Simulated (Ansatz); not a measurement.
By LDA, the system below comes out a metal.

A figure of merit of an interconnect metal is its ballistic conductance per area.

Given:

```
VN
1.0
    2.91677     0.00000     0.00000
   -1.45838     2.52599     0.00000
    1.45838     0.84200     2.38153
V N
1 1
Direct
  0.00000   0.00000   0.00000
  0.00000   0.50000   0.50000
```

Space group of this cell: Fm-3m, rock salt. The cell is taken as given; by LDA its mean pressure is -19.5 GPa.

The current flows along the normal of the first two printed cell vectors, the (111) plane of the conventional cell. No spin-orbit coupling; the value is a mean over 0.1 eV about the Fermi level.

Problem. Give the ballistic conductance per area that LDA in Ansatz (a first-principles code) yields.

Solution. 1.9 × 10¹⁵ S/m² for both spins.
